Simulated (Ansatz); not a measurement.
**Bulk modulus of RhPb (model structure, started from the CsCl type, Pm-3m, No. 221, 2 atoms in the cell) at several levels of theory**

No measured value is used here.

| level (code) | value (GPa) | cell (Å³/atom) |
|---|---|---|
| LDA (Ansatz) | 150 | 17.86 |
| PBEsol (Ansatz) | 137 | 18.34 |
| r²SCAN (Ansatz) | 129 | 18.72 |

The crystal itself was run without spin with LDA, PBEsol, r²SCAN; a magnetic state was not tried in these runs. Density-functional levels without +SOC have no spin–orbit coupling. LDA, PBEsol, r²SCAN: the run has no spin polarisation, so it can have missed a magnetic state. LDA, PBEsol, r²SCAN: the bulk modulus is −V dP/dV from two relaxed cells at ±2 % in volume. Each level is taken at its own relaxed cell. Cutoffs differ between the levels. Ansatz's density-functional and Hartree–Fock values are scalar-relativistic unless marked +SOC, with PAW data made under PBE.

A model structure was made by putting elements into a prototype or built by hand; it is no filed structure, need not be a known phase, and can be a saddle point held by its symmetry.

Ansatz is a quantum-chemistry and plane-wave program.
